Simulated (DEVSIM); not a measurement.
Structure: Al/TiO2/p-In0.53Ga0.47As capacitor, at 250 K.

```csv
layer (left to right),material,thickness (nm),Na (cm⁻³)
1,TiO2,7.80,-
2,In0.53Ga0.47As,4600,1.5e16
```

Metal gate on the left, work function 4.1 eV. Fixed charge at the semiconductor interface -1.6e11 cm⁻² (in units of +e); no interface traps.

This is a model device: material constants are rounded textbook-type values typed into the input, and sizes, dopings and lifetimes were drawn at random. Values at 300 K; Nc and Nv go as T^1.5, mobilities as T to minus their exponent, the gap by Varshni's rule with the affinity fixed.

| parameter | TiO2 | In0.53Ga0.47As |
|---|---|---|
| gap (eV) | 3.2 | 0.74 |
| affinity (eV) | 3.9 | 4.51 |
| permittivity | 60 | 13.9 |
| Nc (cm⁻³) | - | 2.1e17 |
| Nv (cm⁻³) | - | 7.7e18 |
| Varshni α (eV/K) | - | 0.00035 |
| Varshni β (K) | - | 190 |

DEVSIM, 1D Poisson equation in equilibrium, Boltzmann statistics, complete ionisation; no quantum confinement or tunnelling. Metal contacts follow the ideal Schottky-Mott rule: no Fermi-level pinning, no interface dipoles.

The substrate doping was swept, all else fixed.

```tsv
substrate doping (cm^-3)	minimum of the low-frequency capacitance (μF/cm²)	flat-band voltage (V)	threshold voltage (band bending 2φF) (V)
7.5e14	0.0150	-0.97	-0.52
1.5e15	0.0205	-0.98	-0.50
3e15	0.0279	-1.00	-0.49
7.5e15	0.0416	-1.02	-0.47
1.5e16	___	-1.03	___
3e16	0.0780	-1.05	-0.43
```

Task: What belongs in the gaps?

Result: 
- 1.5e16, minimum of the low-frequency capacitance (μF/cm²): 0.0571
- 1.5e16, threshold voltage (band bending 2φF) (V): -0.45
